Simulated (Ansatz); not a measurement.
Polymorphs of SiC, r2SCAN with spin-orbit coupling, rigid bands (Ansatz, a quantum-chemistry and plane-wave program); geometry: cell and atoms relaxed with PBEsol.
- F-43m, primitive cell of 2: a = b = c = 3.081 Å, α = β = γ = 60.00°
- P6_3mc, primitive cell of 4: a = b = 3.076 Å, c = 5.048 Å, α = β = 90.00°, γ = 120.00°

| Space group | volume per atom (Å³) | band gap | electron conductivity mass | hole conductivity mass | Seebeck coefficient, n-type 1e19 cm⁻³ |
|---|---|---|---|---|---|
| F-43m | 10.3 | 1.71 eV | ___ | 0.68 mₑ | -248 μV/K |
| P6_3mc | 10.3 | 2.65 eV | ___ | 1.23 mₑ | -230 μV/K |

Task: Complete the blanks.

Result: 
- F-43m, electron conductivity mass: 0.30 mₑ
- P6_3mc, electron conductivity mass: 0.36 mₑ

Masses are for dilute carriers at 300 K, harmonic means over directions unless an axis is named. Seebeck coefficients are for the stated density at 300 K, with one relaxation time for all states and whether or not that doping can be reached.
